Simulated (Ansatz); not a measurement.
The parent structure is WC (space group P-6m2, No. 187; a = 2.884 Å, c = 2.812 Å; relaxed with 0.1 eV smearing). Axes: x lies along a and z along c of the hexagonal cell.

All numbers come from LDA/PAW in Ansatz (a first-principles code), spin-orbit coupling left out.

For the base:

| Item | Result |
|---|---|
| Pressure | 0.0 GPa |

One thing is altered: tensile biaxial strain of 2.50 % in the plane normal to [001], as in epitaxy on a mismatched substrate; the out-of-plane cell vector and the atoms relax.

Task: Estimate the effect on the pressure.

Result: The pressure (mean of the normal stresses, compression positive) goes from zero to -14.0 GPa.

No phonon test of stability was made. All final runs are without spin polarisation.
